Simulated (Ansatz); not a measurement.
# Effect of biaxial strain +2.51 %, plane normal [001], relaxed out of plane on Ti3Al

Base system: Ti3Al (space group P6_3/mmc, No. 194; a = 5.755 Å, c = 4.655 Å). Axes: x lies along a and z along c of the hexagonal cell.

It is then changed as follows: biaxial strain +2.51 %, plane normal [001], relaxed out of plane (Cartesian); in-plane vectors clamped, the third vector and the atoms free.

Level of theory: PBE/PAW in Ansatz (a first-principles code), no SOC, earlier PAW set. Γ-centred 10×10×10 mesh, Fermi–Dirac width 0.05 eV.

```json
[
 {"quantity": "volume per atom", "base": "16.69 Å³", "changed": "17.27 Å³", "shift": "+0.58 Å³"},
 {"quantity": "space group", "base": "P6_3/mmc (No. 194)", "changed": "P6_3/mmc (No. 194)", "shift": "–"},
 {"quantity": "shortest interatomic distance", "base": "2.824 Å", "changed": "2.837 Å", "shift": "+0.013 Å"},
 {"quantity": "energy relative to the base (free energy F)", "base": "0 meV/atom", "changed": "+14 meV/atom", "shift": "+14 meV/atom"},
 {"quantity": "pressure (mean of the normal stresses, compression positive)", "base": "0.0 GPa", "changed": "-3.4 GPa", "shift": "-3.4 GPa"},
 {"quantity": "band gap", "base": "zero", "changed": "zero", "shift": "–"},
 {"quantity": "out-of-plane strain (rough)", "base": "–", "changed": "-1.52 %", "shift": "–"},
 {"quantity": "mean in-plane stress (compression positive) (rough)", "base": "–", "changed": "-5.1 GPa", "shift": "–"}
]
```

Final structure (turned so that z lies along the plane normal):

```yaml
crystal:
  lattice:
    - [5.89976, 0.00000, 0.00000]
    - [2.94988, 5.10934, 0.00000]
    - [0.00000, 0.00000, 4.58368]
  atoms:
    - { symbol: Ti, position: [0.83037, 0.83037, 0.25000] }
    - { symbol: Ti, position: [0.16963, 0.66074, 0.75000] }
    - { symbol: Ti, position: [0.33926, 0.83037, 0.25000] }
    - { symbol: Ti, position: [0.16963, 0.16963, 0.75000] }
    - { symbol: Ti, position: [0.83037, 0.33926, 0.25000] }
    - { symbol: Ti, position: [0.66074, 0.16963, 0.75000] }
    - { symbol: Al, position: [0.33333, 0.33333, 0.25000] }
    - { symbol: Al, position: [0.66667, 0.66667, 0.75000] }
```

Without a gap, meshes like the base's 10×10×10 leave anisotropic stresses uncertain by several tenths of a GPa, and small strain energies with them. Stability against distortions was not tested. The final runs are not spin-polarised.
